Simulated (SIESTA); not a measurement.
Worked example: self-consistent single point of Mo (Im-3m, 1 atom in the cell) in SIESTA.

Computed with LDA PW92, numerical atomic orbitals DZP, PseudoDojo LDA standard norm-conserving potentials (rewritten from UPF to PSML) (SIESTA).

```xyz
1
Lattice="-1.5578 1.5578 1.5578 1.5578 -1.5578 1.5578 1.5578 1.5578 -1.5578" Properties=species:S:1:pos:R:3 pbc="T T T"
Mo     0.0000     0.0000     0.0000
```

Reference input (self-consistent single point, DFT, GGA PBE, numerical atomic orbitals DZP, PseudoDojo PBE standard norm-conserving potentials (rewritten from UPF to PSML)): XC.functional = GGA; XC.authors = PBE; potentials = PseudoDojo PBE standard; PAO.BasisSize = DZP; PAO.EnergyShift = 0.005 Ry; MeshCutoff = 350 Ry; kgrid.MonkhorstPack = 10 10 10; OccupationFunction = MP; OccupationMPOrder = 0; ElectronicTemperature = 580.23 K; MaxSCFIterations = 150; SCF.Mixer.Method = Pulay. This run's input differs from it in these lines:

```diff
@@ -1,2 +1,2 @@
-# files in the folder: Mo.psml (PseudoDojo PBE standard)
+# files in the folder: Mo.psml (PseudoDojo LDA standard)
 SystemName  Mo
@@ -20,4 +20,4 @@
 
-XC.functional                GGA
-XC.authors                   PBE
+XC.functional                LDA
+XC.authors                   PW92
 PAO.BasisSize                DZP
```

Log, with long lists cut:

```
        iscf     Eharris(eV)        E_KS(eV)     FreeEng(eV)     dDmax    Ef(eV) dHmax(eV)
   scf:    1    -1903.306267    -1913.439170    -1913.439709  0.633674 -3.549043  5.322512
   scf:    2    -1913.961512    -1913.705402    -1913.705953  0.101889 -3.757394  4.423777
   scf:    3    -1914.659883    -1914.345595    -1914.346591  0.347484 -4.729872  0.293615
   scf:    4    -1914.334878    -1914.343605    -1914.344649  0.060398 -4.538003  0.417894
   scf:    5    -1914.352059    -1914.348771    -1914.349785  0.034665 -4.663682  0.021724
   scf:    6    -1914.348821    -1914.348800    -1914.349806  0.003055 -4.666483  0.001675
   scf:    7    -1914.348799    -1914.348800    -1914.349806  0.000248 -4.667098  0.000086
mix: Pulay -- inversion failed, > SVD [rank/size] 3 / 5
   scf:    8    -1914.348800    -1914.348800    -1914.349806  0.000003 -4.667090  0.000117
SCF Convergence by DM+H criterion
max |DM_out - DM_in|         :     0.0000027002
max |H_out - H_in|      (eV) :     0.0001171362
SCF cycle converged after 8 iterations

Using DM_out to compute the final energy and forces

siesta: E_KS(eV) =            -1914.3488

siesta: E_KS - E_eggbox =     -1914.3488

siesta: Atomic forces (eV/Ang):
     1    0.000000    0.000000    0.000000
   Tot    0.000000    0.000000    0.000000
   Max    0.000000
   Res    0.000000    sqrt( Sum f_i^2 / 3N )
   Max    0.000000    constrained

Stress tensor Voigt[x,y,z,yz,xz,xy] (kbar):       -1.51       -1.51       -1.51       -0.00       -0.00       -0.00
(Free)E + p*V (eV/cell)    -1914.3355
Target enthalpy (eV/cell)    -1914.3498

siesta: Program's energy decomposition (eV):
siesta: FreeEng =     -1914.349806

siesta: Stress tensor (static) (eV/Ang**3):
siesta:    -0.000944   -0.000000   -0.000000
siesta:    -0.000000   -0.000944   -0.000000
siesta:    -0.000000   -0.000000   -0.000944

siesta: Cell volume =         15.122556 Ang**3

siesta: Pressure (static):
siesta:                Solid            Molecule  Units
siesta:           0.00001028          0.00001028  Ry/Bohr**3
siesta:           0.00094373          0.00094373  eV/Ang**3
siesta:           1.51202600          1.51202600  kBar
```

The run converged in 8 iterations. Against the reference run the pressure goes from 13.26 to 0.15 GPa.

The starting cell comes from a database of computed structures (which also holds hypothetical and non-ambient phases and stackings), without a prior relaxation at this level. Its lattice was rescaled by a random factor within 2.5 % of one. Spin polarisation is off. Values carry the incompleteness of an atom-centred basis.
